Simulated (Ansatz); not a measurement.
Structures of equal composition on the (111) surface of diamond (C plane on top): (√3x√3)R30° Ga adatom at H3; (√3x√3)R30° Ga adatom at T4. The slabs share one bottom face, and each structure is named by its start. These are constructed structures in small cells; real faces may alloy, dewet or reconstruct in larger ones, and not all known structures of the face are among them. Slabs of about 9 Å, Fermi-Dirac smearing of 0.025 eV. Bottom of the slabs: H caps. Relaxed from the named starts with such symmetry as they have, on meshes of like density; energies extrapolated to zero smearing; spin only where a row says so; no spin-orbit coupling, no U. Brackets mark spin-polarised runs, whose order is one that fits the cell. Where a second, spin-polarised start was run, the lower counts.

The numbers are results of PBE (plane waves to 420 eV, PAW; Ansatz, a quantum-chemistry and plane-wave program), not measurements.

Problem. Order them by energy per 1x1 cell (lowest first) at the level PBE.

Solution. (√3x√3)R30° Ga adatom at T4 (0.000 eV), (√3x√3)R30° Ga adatom at H3 (0.064 eV)
